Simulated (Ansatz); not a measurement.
**NH2 on the 1x1 (100) surface of monoclinic HfO2 (cut with top plane 2 O), one in a 1x1 cell, started at the site 'hollow O-O-O'**

Host crystal: monoclinic HfO2, with a band gap (PBE, scalar-relativistic without spin-orbit coupling).

Level of theory: PBE (plane waves to 420 eV, PAW; Ansatz, a quantum-chemistry and plane-wave program).

Slab: 27 atoms, 9.3 Å thick at the start under the adsorbate (thin: gaps and levels are the slab's own); k 4x4x1, smearing 0.01 eV, dipole-corrected; 12 atoms held, the rest relaxed; no symmetry held; spin-polarised, ending with about 1.0 μB a cell; orders that need a larger cell were not tried, no spin-orbit, no U, no dispersion correction. At the end it is bonded to Hf. In PBE it is, or lies within 0.03 eV of, the lowest of the starts that converged.

- adsorption energy against NH3(g) − ½ H2(g) = 1.22 eV
- gap of the slab on its k-mesh = 0.19 eV
- highest filled level below the top vacuum level = 5.63 eV
- change of the step from the bottom to the top vacuum level, against the clean slab = -1.55 eV
- energy released by relaxation = 2.07 eV
- height of the binding atom over the mean of the host atoms within 0.3 Å of the top one = 0.715 Å
- magnetic moment of the cell = 1.00 μB
- nearest host atoms of the binding atom = Hf at 2.25 Å, O at 2.85 Å, O at 2.89 Å
- largest move of a host atom = 0.36 Å
- caution = the clean host was not checked against rearrangement in a larger or rattled cell
- note = in the relaxation the adsorbate left its starting site by 1.0 Å
- cost = around 50 core-minutes (rough)

A negative adsorption energy means that the adsorbate is more stable on the surface than in its reference.
